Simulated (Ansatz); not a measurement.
The reference is PbTe in the rock salt structure (space group Fm-3m, No. 225; a = 6.5342 Å).

Method: plane-wave PAW DFT at the r2SCAN level (Ansatz, a first-principles code, 500 eV), no spin-orbit coupling.

Base values:

| Item | Result |
|---|---|
| Volume per atom | 34.87 Å³ |
| Valley order | L along ⟨111⟩ 1.09 eV; a point along ⟨110⟩, about 0.5 Å⁻¹ from Γ 1.61 eV; a point along ⟨100⟩, about 0.3 Å⁻¹ from Γ 2.01 eV |

It is then changed as follows: a negative pressure, −1 GPa.

Problem. Estimate the effect on the mean gap deformation potential ΔEg/Δln V, volume per atom and valley order.

Solution. The mean gap deformation potential ΔEg/Δln V comes out as +1.9 eV; the volume per atom rises by 0.90 Å³ to 35.77 Å³; the valley order (the lowest conduction-band minima on the path, energy above the VBM, named in the base's zone) goes from L along ⟨111⟩ 1.09 eV; a point along ⟨110⟩, about 0.5 Å⁻¹ from Γ 1.61 eV; a point along ⟨100⟩, about 0.3 Å⁻¹ from Γ 2.01 eV to L along ⟨111⟩ 1.14 eV; a point along ⟨110⟩, about 0.5 Å⁻¹ from Γ 1.64 eV; a point along ⟨100⟩, about 0.3 Å⁻¹ from Γ 2.04 eV.

With Pb and Te present, leaving out spin-orbit coupling can change the band edges. Load acts through the strain it causes; cell and atoms are relaxed under it. Stability against distortions was not tested.
